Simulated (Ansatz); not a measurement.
The parent structure is InSb in the zinc blende structure (space group F-43m, No. 216; a = 6.520 Å). Axes: x, y, z lie along the cube axes.

All numbers come from PBEsol/PAW in Ansatz (an electronic-structure program), scalar-relativistic without spin-orbit coupling, earlier PAW set.

Strains are applied to the cell and any free atomic positions relax; under biaxial strain the out-of-plane vector relaxes too.

One change was made to it. Results:

The energy goes up by 1.5 meV/atom; the pressure (mean of the normal stresses, compression positive) goes from zero to 0.5 GPa; the volume per atom decreases by 0.43 Å³ to 34.21 Å³.

Q: Name the change that was made.
A) uniaxial strain ε_yy = +1.68 %
B) biaxial strain −2.39 %, plane normal [001], relaxed out of plane
C) biaxial strain −0.89 %, plane normal [111], relaxed out of plane
D) strain tensor (xx, yy, zz, yz, xz, xy) = (−1.08, −2.09, +0.26, +2.08, +0.79, −1.07) %

A: C, biaxial strain −0.89 %, plane normal [111], relaxed out of plane. For comparison, the volume per atom in the other runs: strain tensor (xx, yy, zz, yz, xz, xy) = (−1.08, −2.09, +0.26, +2.08, +0.79, −1.07) % gives 33.62 Å³; uniaxial strain ε_yy = +1.68 % gives 35.22 Å³; biaxial strain −2.39 %, plane normal [001], relaxed out of plane gives 33.86 Å³.

No phonon test of stability was made. The final runs are not spin-polarised.
